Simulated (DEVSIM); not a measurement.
# Schottky contact on p-type Si

System: Schottky contact on p-type Si, at 300 K.

```
layer (left to right)  material  thickness (μm)  Na (cm⁻³)   τn (s)   τp (s)
---------------------  --------  --------------  ---------  -------  -------
1                            Si            5.10     8.8e16  0.00063  0.00063
```

Left contact: Schottky, work function 4.494 eV, emission velocity 9.2e6 cm/s. Right contact: ohmic. Voltage is applied to the left contact. Recombination: SRH at mid-gap. Mobility is μmin + (μ − μmin)/(1 + (N/Nref)^α).

This is a model device: material constants are rounded textbook-type values typed into the input, and sizes, dopings and lifetimes were drawn at random. Values at 300 K.

```tsv
parameter	Si
gap (eV)	1.124
affinity (eV)	4.05
permittivity	11.7
Nc (cm⁻³)	2.86e19
Nv (cm⁻³)	3.1e19
μn (cm²/Vs)	1417
μp (cm²/Vs)	470
μn,min	52
μp,min	45
Nref,n	9.7e16
Nref,p	2.2e17
αn	0.68
αp	0.72
```

DEVSIM, 1D drift-diffusion, Boltzmann statistics, complete ionisation; no tunnelling, impact ionisation, image-force lowering or self-heating. Metal contacts follow the ideal Schottky-Mott rule: no Fermi-level pinning, no interface dipoles.

```
Quantity                                            Result
---------------------------------------------  -----------
Potential step across the device at zero bias      0.528 V
Largest field in the device at zero bias       120000 V/cm
Dark forward voltage at 1 A/cm²                    0.232 V
Dark forward voltage at 100 A/cm²                  0.367 V
```

Dark forward current:

(V (V), J (A/cm²)): (-0.05, -0.00081); (-0.10, -0.0063); (-0.15, -0.044); (-0.20, -0.30); (-0.25, -2.0); (-0.30, -13); (-0.35, -67); (-0.40, -220); (-0.45, -480); (-0.50, -810); (-0.55, -1200); (-0.60, -1500); (-0.65, -1900); (-0.70, -2300)

Small-signal capacitance in reverse bias (quasi-static):

```csv
V (V),C (nF/cm²)
0.04,116
0.1,110
0.2,102
0.3,95.4
0.4,90.0
0.6,81.4
0.8,74.9
1,69.7
1.3,63.7
1.6,58.9
```
